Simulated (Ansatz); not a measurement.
## LaTiO2N (P2₁, No. 4, 20 atoms in the cell; start mp-775918)

Method: r²SCAN+rVV10 in Ansatz (PAW).

Run with plane-wave cutoff 560 eV, 6×6×4 k mesh (along the axes of the cell as run), Fermi–Dirac smearing 0.01 eV, no spin polarisation, scalar-relativistic PAW data made under PBE.

Cell (relaxed at this level):

```
LaTiNO2
1.0
    5.52591     0.00000    -0.01722
    0.00000     5.53619     0.00000
   -0.03735     0.00000     7.97934
La Ti N O
4 4 4 8
Direct
  0.24881   0.51109   0.24179
  0.75119   0.01109   0.75821
  0.24830   0.50389   0.75730
  0.75170   0.00389   0.24270
  0.73546   0.50819   0.00301
  0.26454   0.00819   0.99699
  0.75133   0.50646   0.48583
  0.24867   0.00646   0.51417
  0.45633   0.28883   0.01216
  0.54367   0.78883   0.98784
  0.75626   0.52335   0.25396
  0.24374   0.02335   0.74604
  0.54844   0.20035   0.48703
  0.45156   0.70035   0.51297
  0.95119   0.19152   0.01192
  0.04881   0.69152   0.98808
  0.05253   0.30115   0.48685
  0.94747   0.80115   0.51315
  0.76293   0.46521   0.74795
  0.23707   0.96521   0.25205
```

```json
{
 "band_gap": "1.53 eV (on the SCF k mesh)"
}
```

Note: the relaxation could not lower the start's symmetry, so the cell can be a saddle point above a distorted one.

Spin–orbit coupling is not included.

The result took about 80 core-minutes (a rough figure).

A start named mp-… is a Materials Project structure, which need not be a measured phase.

Ansatz is a program for electronic structure.
